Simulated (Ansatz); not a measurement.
The parent structure is KMnBr$_{3}$ in the cubic perovskite structure (space group Pm-3m, No. 221; a = 5.255 Å; ferromagnetic; a hypothetical phase, not in the database extracts checked).

Computed with Kohn–Sham DFT with the PBEsol functional, run in Ansatz (a first-principles code) with PAW and 420 eV plane waves, scalar-relativistic without spin-orbit coupling.

One change was made to it. Results:

The shortest interatomic distance falls by 0.0857 Å (2.627 Å → 2.542 Å); the magnetic state becomes ferrimagnetic (base: ferromagnetic); the band gap becomes zero (base: 0.60 eV); the largest site moment decreases by 0.34 μB to 4.03 μB.

Question: Name the change that was made.
A. K → Sc
B. Mn → Ni
C. K → Na

Answer: A, K → Sc. For comparison, the magnetic state in the other runs: Mn → Ni gives weakly magnetic (sensitive to the mesh); K → Na gives ferromagnetic.

Whether these cells are dynamically stable was not tested. As relaxed here, NaMnBr3 is a hypothetical phase, not in the database extracts checked. No Hubbard U is applied and the magnetic state is the run's own (ScMnBr3 ferrimagnetic; KMnBr3 ferromagnetic; KNiBr3 weakly magnetic; NaMnBr3 ferromagnetic); small cells can't hold the antiferromagnetic order that many such compounds have, so gaps and moments can be off. Where the two band edges lie in opposite spin channels, the gap is a spin-flip gap. Many cubic perovskites are stable only at high temperature; tilts and polar distortions were not tested.
